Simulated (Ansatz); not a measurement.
An Ansatz (a program for electronic structure) run: Rb2TlRhF6; Ansatz, r2SCAN, PAW, cutoff 500 eV, spin-orbit coupling left out, earlier PAW set.

Input:

Ansatz 0.2 input:
```yaml
crystal:
  lattice:
    - [0, 4.548412536, 4.548412536]
    - [4.548412536, 0, 4.548412536]
    - [4.548412536, 4.548412536, 0]
  atoms:
    - { symbol: Rb, position: [0.25, 0.25, 0.25] }
    - { symbol: Rb, position: [0.75, 0.75, 0.75] }
    - { symbol: Tl, position: [0.5, 0.5, 0.5] }
    - { symbol: Rh, position: [0, 0, 0] }
    - { symbol: F, position: [0.2183094167, 0.2183094167, 0.7816905833] }
    - { symbol: F, position: [0.7816905833, 0.7816905833, 0.2183094167] }
    - { symbol: F, position: [0.7816905833, 0.2183094167, 0.2183094167] }
    - { symbol: F, position: [0.2183094167, 0.7816905833, 0.7816905833] }
    - { symbol: F, position: [0.2183094167, 0.7816905833, 0.2183094167] }
    - { symbol: F, position: [0.7816905833, 0.2183094167, 0.7816905833] }
basis: { ecutwfc: 500, ecutrho_ratio: 4, xc_grid: 4, fft_grid_basis: typed }
kpoints: { mp_grid: { grid: [6, 6, 6] } }
hamiltonian:
  xc: r2scan
  dispersion: none
  pseudopotentials: { azcp: { folder: ./paw }, kind: paw }
scf: { occupations: { method: fermi_dirac, width: 0.05 }, convergence: { dr2_threshold: 0.000000001 } }
output: { forces: true, stress: true }
```

Output (explanatory and most iteration lines left out):

```
Pseudopotential: Rb, paw, valence charge 9
Pseudopotential: Tl, paw, valence charge 13
Pseudopotential: Rh, paw, valence charge 17
Pseudopotential: F, paw, valence charge 7
Crystal: 10 atoms, lattice volume = 188.196 Å³
Basis set: ecut = 500 eV, 4813 PW (Γ), exchange–correlation on 192×192×192 points (64 copies of the dense FFT grid, shifted against one another)
Bands: 55, of which v1, the nominal top of the filled ones, is band 45 counted from 1 (44 counted from 0)
Symmetry: 48 space group operations
Space group: Fm-3m (ITA 225), of the structure as read, at distance tolerance 5.7e-5 Å
k-points: 16 of 216
Functional: x = r2scan, c = r2scan; τ floored in thin density (d = 2e-4 eV/Å³)
SCF iter   1: F=—  HF=-29306.509412 eV  |F-HF|=—  |Δ(HF+E_count)|=         —  Δρ=1.44e-1  dr2=3.52e1  dr2_τ=5.57e-1  ethr=3.10e-3  ⟨swp⟩=7.9  Hψ=3682  notcnv=0  defer=6
SCF iter   2: F=—  HF=-29297.820055 eV  |F-HF|=—  |Δ(HF+E_count)|=    8.69e0  Δρ=5.89e-2  dr2=5.31e0  dr2_τ=5.58e-1  ethr=3.10e-3  ⟨swp⟩=4.0  Hψ=2212  notcnv=0  defer=50
SCF 1 converged in 11 iterations: F = -29296.646803 eV  dr2 = 2.22e-10
SCF converged after 11 iterations
Free energy (F): -29296.646803 eV
Internal energy: -29296.646803 eV  (E = F + TS)
E sigma→0 (E₀):  -29296.646803 eV
Fermi energy:    6.202015 eV
--- Forces (eV/Å), atoms counted from 1 ---
  atom   1  Rb     0.00000000    -0.00000000     0.00000000
  atom   2  Rb     0.00000000    -0.00000000    -0.00000000
  atom   3  Tl     0.00000000    -0.00000000     0.00000000
  atom   4  Rh    -0.00000000     0.00000000    -0.00000000
  atom   5  F      0.00000000     0.00000000     0.00121545
  atom   6  F      0.00000000     0.00000000    -0.00121545
  atom   7  F      0.00121545     0.00000000    -0.00000000
  atom   8  F     -0.00121545    -0.00000000    -0.00000000
  atom   9  F     -0.00000000     0.00121545     0.00000000
  atom  10  F      0.00000000    -0.00121545     0.00000000
--- Stress (GPa, compression-positive) ---
       -0.002152      -0.000000       0.000000
        0.000000      -0.002152       0.000000
        0.000000       0.000000      -0.002152
  P = ⅓ Tr σ = -0.0022 GPa (-0.022 kbar)
```

Spin-orbit coupling, missing from the scalar runs, can matter with Tl. Stability against distortions was not tested. The cell is Rb₂TlRhF₆ (space group Fm-3m, No. 225; a cell from a computed database, its experimental status unchecked).
